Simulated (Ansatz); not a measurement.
An Ansatz (a program for electronic structure) run: hypothetical cubic perovskite NaCaF3 with a change (strain tensor (xx, yy, zz, yz, xz, xy) = (−0.15, +0.58, +0.35, −1.01, −1.84, +0.80) %); PBE/PAW in Ansatz, without spin-orbit coupling.

Input:

Ansatz 0.2 input:
```yaml
crystal:
  lattice:
    - [4.4243508932, 0.0354479791, -0.0813088021]
    - [0.0354479791, 4.4566971742, -0.0445315238]
    - [-0.0813088021, -0.0445315238, 4.4465058802]
  atoms:
    - { symbol: Na, position: [0, 0, 0] }
    - { symbol: Ca, position: [0.5, 0.5, 0.5] }
    - { symbol: F, position: [0, 0.5, 0.5] }
    - { symbol: F, position: [0.5, 0.5, 0] }
    - { symbol: F, position: [0.5, 0, 0.5] }
basis: { ecutwfc: 420, ecutrho_ratio: 4, xc_grid: 2, fft_grid_basis: typed }
kpoints: { mp_grid: { grid: [8, 8, 8] } }
hamiltonian:
  xc: pbe
  dispersion: none
  pseudopotentials: { kind: paw }
scf: { occupations: { method: fermi_dirac, width: 0.05 }, convergence: { dr2_threshold: 0.0000000005 } }
relax: { f_tol: 0.005, max_steps: 50 }
output: { forces: true, stress: true }
checkpoint: { write: state.ck, write_every: 1000 }
```

Output:

```
Relaxation: its limit of steps is 50 (relax.max_steps)
WARN ansatz: RAYON_NUM_THREADS=2 ignored (pool sized by the plan → 2); use --threads N
Pseudopotentials: kind: paw
Pseudopotential: Na, paw, valence charge 9
Pseudopotential: Ca, paw, valence charge 10
Pseudopotential: F, paw, valence charge 7
Functional definition: PBE
Crystal: 5 atoms, lattice volume = 87.633 Å³
Basis set: ecut = 420 eV, 1739 PW (Γ), exchange–correlation on 60×60×60 points (8 copies of the dense FFT grid, shifted against one another)
Bands: 25, of which v1, the nominal top of the filled ones, is band 20 counted from 1 (19 counted from 0)
Symmetry: 2 space group operations
Space group: P-1 (ITA 2), of the structure as read, at distance tolerance 4.4e-5 Å
k-points: 260 of 512
Initial density: superposition of atomic densities (neutral atoms: chi_scale 0, normalization atom), corrected by the library's trained network
Initial wavefunctions: pseudopotential atomic-orbital guess
Eigensolver: davidson
Functional: x = pbe(κ = 0.804, μ = 0.2195149727645171), c = pbe(β = 0.06672455060314922)
SCF iter   1: F=—  HF=-5736.334615 eV  |F-HF|=—  |Δ(HF+E_count)|=         —  Δρ=6.18e-4  dr2=2.28e-4  ethr=1.77e-3  ⟨swp⟩=8.6  Hψ=38015  notcnv=0
all-band conjugate gradients solve this SCF's bands
preconditioner: auto → Resta (q_TF=auto, 2.394 Å⁻¹)
SCF iter   2: F=—  HF=-5736.334899 eV  |F-HF|=—  |Δ(HF+E_count)|=   2.84e-4  Δρ=3.40e-4  dr2=7.75e-5  ethr=5.70e-7  ⟨swp⟩=2.1  Hψ=13839  notcnv=0  defer=1
SCF iter   3: F=—  HF=-5736.336750 eV  |F-HF|=—  |Δ(HF+E_count)|=   1.85e-3  Δρ=1.71e-4  dr2=2.62e-5  ethr=1.94e-7  ⟨swp⟩=2.0  Hψ=11128  notcnv=0  defer=1
SCF iter   4: F=—  HF=-5736.336792 eV  |F-HF|=—  |Δ(HF+E_count)|=   4.16e-5  Δρ=3.55e-5  dr2=1.47e-6  ethr=6.55e-8  ⟨swp⟩=2.0  Hψ=8688  notcnv=0  defer=1
SCF iter   5: F=—  HF=-5736.336793 eV  |F-HF|=—  |Δ(HF+E_count)|=   1.35e-6  Δρ=1.30e-5  dr2=1.56e-7  ethr=3.68e-9  ⟨swp⟩=2.0  Hψ=10525  notcnv=0  defer=1
SCF iter   6: F=—  HF=-5736.336793 eV  |F-HF|=—  |Δ(HF+E_count)|=   2.64e-7  Δρ=6.58e-6  dr2=2.46e-8  ethr=3.90e-10  ⟨swp⟩=2.1  Hψ=10576  notcnv=0  defer=1
SCF iter   7: F=—  HF=-5736.336793 eV  |F-HF|=—  |Δ(HF+E_count)|=   3.62e-9  Δρ=4.97e-6  dr2=1.34e-8  ethr=6.16e-11  ⟨swp⟩=2.0  Hψ=10025  notcnv=0  defer=1
SCF iter   8: F=—  HF=-5736.336793 eV  |F-HF|=—  |Δ(HF+E_count)|=   2.36e-9  Δρ=7.95e-7  dr2=5.17e-10  ethr=3.36e-11  ⟨swp⟩=2.0  Hψ=8843  notcnv=0  defer=1
SCF iter   9: F=-5736.336793 eV  HF=-5736.336793 eV  |F-HF|=0.00e0  |Δ(HF+E_count)|=  1.16e-10  Δρ=1.87e-7  dr2=2.78e-11  ethr=1.25e-12  ⟨swp⟩=4.0  Hψ=19842  notcnv=0
SCF 1 converged in 9 iterations: F = -5736.336793 eV  dr2 = 2.78e-11
relax step   1: F+E_penalty+E_count = -5736.33679345 eV  Δ(F+E_penalty+E_count) = +0.000e0 eV  max|allowed force component| = 0.000e0 eV/Å  Δτ_max = 0.0000 Å  (9 SCF iters, accepted)
the relaxation is at rest under the 2 symmetry operations that the run kept from its start: a minimum is not shown …
SCF converged after 9 iterations
Free energy (F): -5736.336793 eV
Harris-Foulkes:  -5736.336793 eV  (|F-HF|=0.00e0)
Internal energy: -5736.336793 eV  (E = F + TS)
E sigma→0 (E₀):  -5736.336793 eV
Fermi energy:    2.835620 eV
--- Per-component energies (eV) ---
  E_band       = -514.966827
  E_kinetic    = 1020.904556
  E_local      = -4043.869521  (includes V_loc(G=0)·N_el)
  E_nonlocal   = 398.359923
  E_hartree    = 1471.775132
  E_xc         = -418.162724
  E_vxc        = -531.293437  (∫ρ·V_xc dr)
  E_paw        = -1723.057219  (= ΣΔE_a)
  E_vpaw       = -302.624853  (= ΣTr[D̂ρ^β])
  E_aug_tail   = 0.006123  (compensation charges beyond the density's cutoff)
  E_ewald      = -2442.293063
  E_smearing   = -0.000000  (= −TS)
  E_closure    = 0.000000  (closes the sum)
  Σ components = -5736.336793   (vs F -5736.336793, Δ=0.00e0)
  [band-id]    e_kinetic+e_local+e_nonlocal+2·e_hartree+e_vxc+e_vpaw+e_augmentation_tail = -514.966944   (vs E_band -514.966827, Δ=-1.17e-4)
--- Forces (eV/Å), atoms counted from 1 ---
  atom   1  Na     0.00000000     0.00000000     0.00000000
  atom   2  Ca     0.00000000     0.00000000     0.00000000
  atom   3  F      0.00000000     0.00000000     0.00000000
  atom   4  F      0.00000000     0.00000000     0.00000000
  atom   5  F      0.00000000     0.00000000     0.00000000
  max |Σ_I F_I| component: 0.00e0 eV/Å
--- Stress (GPa, compression-positive) ---
        0.001271      -0.191395       0.462328
       -0.191395      -0.641569       0.254070
        0.462328       0.254070      -0.464524
  P = ⅓ Tr σ = -0.3683 GPa (-3.683 kbar)
  The stress holds the Pulay correction. Without it, at fixed plane waves, as pw.x and ABINIT print it: P = -0.7840 GPa
  The stress includes an estimate of the error left by incomplete SCF convergence (largest component 0.0001 GPa).
--- Band table ---
  band table: none
--- Relaxed structure (1 steps of the walk, 1 accepted, 0 SCFs on fresh bases) ---
  F+E_penalty+E_count = -5736.33679345 eV   max|allowed force component| = 0.000e0 eV/Å
  atoms:
    - { symbol: Na, position: [0.0, 0.0, 0.0] }
    - { symbol: Ca, position: [0.4999999999999999, 0.4999999999999999, 0.49999999999999994] }
    - { symbol: F, position: [1.734723475976807e-18, 0.49999999999999994, 0.4999999999999999] }
    - { symbol: F, position: [0.4999999999999999, 0.4999999999999999, 0.0] }
    - { symbol: F, position: [0.49999999999999994, -8.673617379884035e-19, 0.49999999999999994] }
```

No phonon test of stability was made. The cell was made from NaCaF3 in the cubic perovskite structure (space group Pm-3m, No. 221; a hypothetical phase, not in the database extracts checked) by this change: strain tensor (xx, yy, zz, yz, xz, xy) = (−0.15, +0.58, +0.35, −1.01, −1.84, +0.80) %. Many cubic perovskites are stable only at high temperature; tilts and polar distortions were not tested.
